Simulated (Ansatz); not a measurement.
Input and output of a self-consistent single point for TiMo (P1, 2 atoms in the cell) (Ansatz, a first-principles code).

Computed with PBEsol, PAW files made with PBE (plane waves; Ansatz).

The change in words: lattice scaled by 0.98. Reference geometry:
```
CELL_PARAMETERS angstrom
      1.59357    -2.36043     0.00000
      1.59357     2.36043     0.00000
      0.00000     0.00000     4.25072
ATOMIC_POSITIONS crystal
  Ti 0.50022 0.49858 0.49666
  Mo 0.99978 0.00142 0.00334
```

Reference input (self-consistent single point, DFT, PBEsol, plane waves, PAW files made with PBE): kpoints.mp_grid.grid = 10 10 6; hamiltonian.xc = pbesol; hamiltonian.pseudopotentials = {kind: paw} (an earlier, softer set of the program's PAW files); scf.occupations.method = gaussian; scf.occupations.width = 0.136 eV. This run's input differs from it in these lines:

```diff
@@ -3,5 +3,5 @@
   lattice:
-    - [1.593570, -2.360425, 0.000000]
-    - [1.593570, 2.360425, 0.000000]
-    - [0.000000, 0.000000, 4.250720]
+    - [1.561699, -2.313216, 0.000000]
+    - [1.561699, 2.313216, 0.000000]
+    - [0.000000, 0.000000, 4.165706]
   atoms:
```

Log, with long lists cut:

```
SCF iter   1: F=—  HF=-7376.888341 eV  |F-HF|=—  |Δ(HF+E_count)|=         —  Δρ=2.63e-1  dr2=5.18e1  ethr=3.10e-3  ⟨swp⟩=4.9  Hψ=21548  notcnv=0
all-band conjugate gradients solve this SCF's bands
preconditioner: auto → none
SCF iter   2: F=—  HF=-7374.976517 eV  |F-HF|=—  |Δ(HF+E_count)|=    1.91e0  Δρ=2.38e-1  dr2=3.99e1  ethr=3.10e-3  ⟨swp⟩=2.7  Hψ=11484  notcnv=0  defer=4
   [... lines left out ...]
SCF iter   7: F=—  HF=-7371.585673 eV  |F-HF|=—  |Δ(HF+E_count)|=   6.75e-4  Δρ=7.82e-4  dr2=4.63e-4  ethr=2.53e-5  ⟨swp⟩=1.8  Hψ=5706  notcnv=0  defer=5
SCF iter   8: F=—  HF=-7371.585614 eV  |F-HF|=—  |Δ(HF+E_count)|=   5.94e-5  Δρ=1.99e-4  dr2=1.32e-5  ethr=1.78e-6  ⟨swp⟩=2.1  Hψ=6170  notcnv=0  defer=5
SCF iter   9: F=—  HF=-7371.585615 eV  |F-HF|=—  |Δ(HF+E_count)|=   1.35e-6  Δρ=4.65e-5  dr2=1.05e-6  ethr=5.07e-8  ⟨swp⟩=2.2  Hψ=7155  notcnv=0  defer=5
SCF iter  10: F=-7371.585615 eV  HF=-7371.585615 eV  |F-HF|=1.82e-8  |Δ(HF+E_count)|=   1.66e-7  Δρ=6.98e-6  dr2=2.05e-8  ethr=3.85e-10  ⟨swp⟩=4.7  Hψ=23213  notcnv=0
SCF 1 converged in 10 iterations: F = -7371.585615 eV  dr2 = 2.05e-8
Free energy (F): -7371.585615 eV
Internal energy: -7371.567919 eV  (E = F + TS)
E sigma→0 (E₀):  -7371.576767 eV
Entropy (-TS):   -0.017696 eV (-8.848 meV/atom)
Fermi energy:    18.236141 eV
--- Forces (eV/Å), atoms counted from 1 ---
  atom   1  Ti     0.02458865     0.02799445     0.18819499
  atom   2  Mo    -0.02458929    -0.02799440    -0.18825137
--- Stress (GPa, compression-positive) ---
        4.607965      -0.001890       0.006469
       -0.001890       3.267666       0.012262
        0.006469       0.012262       5.749137
  P = ⅓ Tr σ = 4.5416 GPa (45.416 kbar)
  The stress holds the Pulay correction. Without it, at fixed plane waves, as pw.x and ABINIT print it: P = 4.5044 GPa
```

The run converged in 10 iterations. Against the reference run the free energy drops by 7.5 meV/atom, the pressure goes from -6.57 to 4.54 GPa and the largest force goes from 0.145 to 0.192 eV/Å.

The starting cell comes from a database of computed structures (which also holds hypothetical and non-ambient phases and stackings), without a prior relaxation at this level. Its atoms were displaced at random from the sites of space group no. 65. For this run, on top of that: lattice scaled by 0.98. Spin polarisation is off. With a pressure of about 5 GPa the cell is away from its equilibrium volume at this level. Ansatz's pressure includes its estimate of the finite-basis (Pulay) stress.

Keys are those of Ansatz 0.2.
